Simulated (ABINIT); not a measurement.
Band structure of Ge (Fd-3m, 2 atoms in the cell).

```xyz
2
Lattice="0.0000 2.8544 2.8544 2.8544 0.0000 2.8544 2.8544 2.8544 0.0000" Properties=species:S:1:pos:R:3 pbc="T T T"
Ge     2.8544     2.8544     2.8544
Ge     4.2817     4.2817     4.2817
```

Computed with PBE, PAW (JTH v2.0 PBE PAW) (plane waves; ABINIT).

Settings: pseudos = [Ge.GGA_PBE-JTH.xml]; ecut = 21 Ha; pawecutdg = 42 Ha; pawxcdev = 0; ixc = 11; occopt = 3; tsmear = 0.00183747 Ha; ngkpt = 13 13 13; nshiftk = 1; shiftk = 0 0 0; potentials = JTH v2.0 PBE PAW; kptopt = 1; nstep = 80.

The starting cell comes from a database of computed structures (which also holds hypothetical and non-ambient phases and stackings), without a prior relaxation at this level. Its lattice was rescaled by a random factor within 2.5 % of one.

Levels in eV from the Fermi level, bands 11 to 18:
```tsv
point	11	12	13	14	15	16	17	18
Γ	-12.60	-0.25	-0.02	-0.02	-0.02	2.52	2.52	2.52
X	-8.82	-8.82	-3.01	-3.01	0.77	0.77	9.26	9.26
W	-8.73	-8.73	-3.81	-3.81	4.19	4.19	4.69	4.69
K	-9.28	-8.24	-4.22	-2.58	1.16	4.01	7.02	7.23
L	-10.58	-7.51	-1.39	-1.39	0.08	3.72	3.72	7.09
U	-9.28	-8.24	-4.22	-2.58	1.16	4.01	7.02	7.23
```

No band crosses the Fermi level by more than 0.03 eV along this path.
